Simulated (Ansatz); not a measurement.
The reference is AlN in the zinc blende structure (space group F-43m, No. 216; a = 4.3777 Å). Axes: x, y, z lie along the cube axes.

Level of theory: PBEsol (Ansatz, a program for electronic structure; PAW; 420 eV plane waves; no SOC).

Strains are applied to the cell and any free atomic positions relax.

One change was made to it. Results:

The energy increases by 3.7 meV/atom; the pressure (mean of the normal stresses, compression positive) falls by 3.84 GPa, from -0.01 GPa to -3.85 GPa; the valley order (the lowest conduction-band minima on the path, energy above the VBM, named in the base's zone) changes from X along ⟨100⟩ 3.19 eV; Γ 4.06 eV to X along [010] 3.12 eV; X along [001] 3.21 eV; Γ 3.85 eV; the smallest direct gap shrinks by 0.20 eV (4.06 eV → 3.86 eV).

Task: What was done to the base?
(A) uniaxial strain ε_zz = +1.00 %
(B) uniaxial strain ε_zz = +1.50 %
(C) uniaxial strain ε_zz = −1.50 %
(D) uniaxial strain ε_zz = −0.50 %
(E) uniaxial strain ε_zz = +2.00 %

Result: E, uniaxial strain ε_zz = +2.00 %. For comparison, the valley order in the other runs: uniaxial strain ε_zz = −0.50 % gives X along [001] 3.17 eV; X along [100] 3.19 eV; Γ 4.09 eV; uniaxial strain ε_zz = +1.50 % gives X along [010] 3.14 eV; X along [001] 3.21 eV; Γ 3.91 eV; uniaxial strain ε_zz = −1.50 % gives X along [001] 3.11 eV; X along [100] 3.18 eV; Γ 4.15 eV; uniaxial strain ε_zz = +1.00 % gives X along [010] 3.16 eV; X along [001] 3.20 eV; Γ 3.96 eV.

Stability against distortions was not tested. This is not the structure that AlN has at room temperature and ambient pressure.
